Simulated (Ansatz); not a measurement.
These are PBE (plane waves to 420 eV, PAW; Ansatz, a quantum-chemistry and plane-wave program) values and carry that method's errors.

Electrostatic potential energy of an electron, averaged over planes parallel to the surface, in eV from the Fermi level, for a constructed model of the (111) surface of fcc Rh, (√3x√3)R30° surface alloy, Y on one Rh site of the top plane (bottom of the slab: a bare face, its two planes held):

```csv
z (Å),V (eV)
3.72,5.16
4.01,5.16
4.30,5.16
4.58,5.16
4.87,5.15
5.16,5.14
5.44,5.12
5.73,5.07
6.02,4.96
6.30,4.73
6.59,4.25
6.88,3.20
7.16,0.88
7.45,-5.61
7.73,-16.35
8.02,-24.34
8.31,-24.64
8.59,-17.14
8.88,-6.55
9.17,-0.68
9.45,-1.45
9.74,-9.02
10.03,-19.60
10.31,-25.58
10.60,-23.54
10.89,-14.57
11.17,-4.56
11.46,-0.74
11.74,-3.45
12.03,-12.83
12.32,-22.46
12.60,-25.80
12.89,-20.96
13.18,-10.71
13.46,-2.27
13.75,-0.63
14.04,-5.33
14.32,-15.65
14.61,-24.09
14.90,-25.26
15.18,-18.51
15.47,-7.89
15.76,-1.16
16.04,-1.11
16.33,-7.74
16.61,-18.36
16.90,-25.18
17.19,-24.06
17.47,-15.61
17.76,-5.21
18.05,-0.33
18.33,-1.71
18.62,-8.30
18.91,-15.52
19.19,-19.53
19.48,-19.03
19.77,-14.22
20.05,-9.01
20.34,-5.75
20.62,-2.59
20.91,0.15
21.20,1.50
21.48,2.17
21.77,2.55
22.06,2.76
22.34,2.88
22.63,2.95
22.92,2.99
23.20,3.01
23.49,3.02
23.78,3.03
24.06,3.03
24.35,3.04
```

Slab: 18 atoms, 11.2 Å thick at the start with caps and adatoms (thin: gaps and levels are the slab's own); k 9x9x1, smearing 0.1 eV, dipole-corrected; 6 atoms held, the rest relaxed; symmetry of the start imposed; no spin, no spin-orbit, no U. It is one candidate, not shown to be the stable structure of the face.

Problem. The surface cell has an area of 19.06 Å². What dipole along the normal does the step between the two vacuum levels imply?

Solution. the top vacuum level lies 2.13 eV below the bottom one; p = −ε₀ A ΔV (ε₀ = 0.005526 e/(V·Å)) gives 0.22 e·Å a cell.
